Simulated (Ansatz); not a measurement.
The starting structures come from a database of crystals and need not be the phases stable at ambient conditions.

 Where the default PAW files enter, the runs use the earlier of Ansatz's two default sets.

## Evanescent states of Sr2MgWO6 (Fm-3m, not sure to be the ambient phase, 10 atoms a cell, 12.9 Å³ an atom, -9 GPa at this level) along the normal of (110)

These are PBEsol (plane waves, PAW; Ansatz, an electronic-structure program) values and carry that method's errors.

No gap correction and no spin-orbit coupling; mid-gap values are interpolated between computed energies.

Energies count from the valence-band top; κ is the least over a 6×4 mesh across the current.

| E (eV) | κ (1/Å) | where |
|---|---|---|
| 0.07 | 0.130 | Γ |
| 0.21 | 0.220 | Γ |
| 0.35 | 0.255 | Γ |
| 0.49 | 0.267 | Γ |
| 0.63 | 0.277 | Γ |
| 0.77 | 0.285 | Γ |
| 0.91 | 0.291 | Γ |
| 1.05 | 0.295 | Γ |
| 1.19 | 0.297 | Γ |
| 1.33 | 0.298 | Γ |
| 1.47 | 0.297 | Γ |
| 1.61 | 0.294 | Γ |
| 1.75 | 0.289 | Γ |
| 1.89 | 0.282 | Γ |
| 2.03 | 0.272 | Γ |
| 2.17 | 0.259 | Γ |
| 2.31 | 0.237 | Γ |
| 2.45 | 0.200 | Γ |
| 2.59 | 0.140 | Γ |

Question: How thick must the barrier be to attenuate the transmission by 10^6 when the electrodes' Fermi level lies at 0.49 eV, and what attenuation does that film give at 1.33 eV?

Answer: d = 6 ln 10 / (2 × 0.267) = 25.9 Å. At 1.33 eV it gives 6 × 0.298/0.267 = 6.7 decades.
